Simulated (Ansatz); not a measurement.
## Pressure series in Sn4Pd

Base system: Sn₄Pd (space group Ccce, No. 68; a = 6.4426 Å, b = 11.4222 Å, c = 6.3977 Å).

Cell and atoms are relaxed at each pressure.

Level of theory: PBEsol (Ansatz, a first-principles code; PAW; 420 eV plane waves; without spin-orbit coupling).

Notes on the quantities. enthalpy: H = E + PV relative to the base's energy.

| variant | density | shortest interatomic distance | enthalpy |
|---|---|---|---|
| base | 8.20 g/cm³ | 2.779 Å | – |
| pressure −2 GPa | 7.94 g/cm³ | 2.803 Å | -0.30 eV/atom |
| pressure −1 GPa | 8.08 g/cm³ | 2.790 Å | -0.15 eV/atom |
| pressure 0.3 GPa | 8.24 g/cm³ | 2.775 Å | +0.04 eV/atom |
| pressure 0.7 GPa | 8.28 g/cm³ | 2.771 Å | +0.10 eV/atom |
| pressure 1.5 GPa | 8.37 g/cm³ | 2.762 Å | +0.22 eV/atom |
| pressure 3 GPa | 8.53 g/cm³ | 2.747 Å | +0.43 eV/atom |
| pressure 5 GPa | 8.72 g/cm³ | 2.729 Å | +0.71 eV/atom |
| pressure 7.5 GPa | 8.94 g/cm³ | 2.709 Å | +1.05 eV/atom |
| pressure 10 GPa | 9.15 g/cm³ | 2.691 Å | +1.39 eV/atom |

Load acts through the strain it causes; cell and atoms are relaxed under it. No phonon test of stability was made. No other phases were tried under pressure. All final runs are without spin polarisation.
